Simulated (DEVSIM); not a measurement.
System: abrupt In0.53Ga0.47As n-p junction, at 250 K.

Layer 1 from the left is In0.53Ga0.47As, thickness (μm) 0.780, Nd (cm⁻³) 1.5e16, τn (s) 5.3e-8, τp (s) 5.3e-8. Layer 2 from the left is In0.53Ga0.47As, thickness (μm) 1.70, Na (cm⁻³) 4.8e16, τn (s) 5.3e-8, τp (s) 5.3e-8.

Left contact: ohmic. Right contact: ohmic. Voltage is applied to the left contact. Recombination: SRH at mid-gap, radiative, Auger. Mobility is μmin + (μ − μmin)/(1 + (N/Nref)^α).

Constants are typed, rounded textbook-type inputs, not results; the design itself was drawn at random and stands for no fabricated device. Values at 300 K; Nc and Nv go as T^1.5, mobilities as T to minus their exponent, the gap by Varshni's rule with the affinity fixed.

In0.53Ga0.47As: gap (eV) 0.74, affinity (eV) 4.51, permittivity 13.9, Nc (cm⁻³) 2.1e17, Nv (cm⁻³) 7.7e18, μn (cm²/Vs) 12000, μp (cm²/Vs) 300, μn,min 300, μp,min 10, Nref,n 1.3e17, Nref,p 4.9e17, αn 0.48, αp 0.4, T exponent of μn 1.6, T exponent of μp 1.6, B (cm³/s) 9.6e-11, Cn (cm⁶/s) 5e-29, Cp (cm⁶/s) 5e-29, Varshni α (eV/K) 0.00035, Varshni β (K) 190.

Task: Estimate by hand the built-in potential, the peak field at zero bias, the capacitance at 0.6 V, and compare with a numerical solution.

Result: 
- Built-in potential: ni = √(Nc Nv) exp(−Eg/2kT) = 2.40e10 cm⁻³ with Eg = 0.755 eV; Vbi = kT/q ln(Na Nd/ni²) = 0.600 V; numerical 0.600 V.
- Peak field at zero bias: depletion approximation: W = √(2εVbi/(qN)) = 0.284 μm with N = 1.14e16 cm⁻³; field = 2Vbi/W = 42300 V/cm; numerical 40700 V/cm (estimate above by 3.8 %).
- Capacitance at 0.6 V: C = √(qεN / 2(Vbi + |V|)) = 30.6 nF/cm²; numerical 31.2 nF/cm² (estimate below by 1.8 %).

DEVSIM, 1D drift-diffusion, Boltzmann statistics, complete ionisation; no tunnelling, impact ionisation, image-force lowering or self-heating.
